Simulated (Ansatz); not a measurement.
Structures of equal composition on the (000-1) surface of 4H silicon carbide (C plane on top): (√3x√3)R30° In adatom at H3; (√3x√3)R30° In adatom at T4. The slabs share one bottom face, and each structure is named by its start. These are constructed structures in small cells; real faces may alloy, dewet or reconstruct in larger ones, and not all known structures of the face are among them. Slabs of about 11 Å, Fermi-Dirac smearing of 0.025 eV. Bottom of the slabs: H caps. Relaxed from the named starts with such symmetry as they have, on meshes of like density; energies extrapolated to zero smearing; spin only where a row says so; no spin-orbit coupling, no U. Brackets mark spin-polarised runs, whose order is one that fits the cell. Where a second, spin-polarised start was run, the lower counts.

Level of theory: PBE (plane waves to 420 eV, PAW; Ansatz, an electronic-structure program).

Rank these by energy per 1x1 cell (lowest first), as PBE gives it.

(√3x√3)R30° In adatom at H3 (0.000 eV, gap 0.62 eV on the mesh), (√3x√3)R30° In adatom at T4 (0.123 eV, gap 0.45 eV on the mesh)
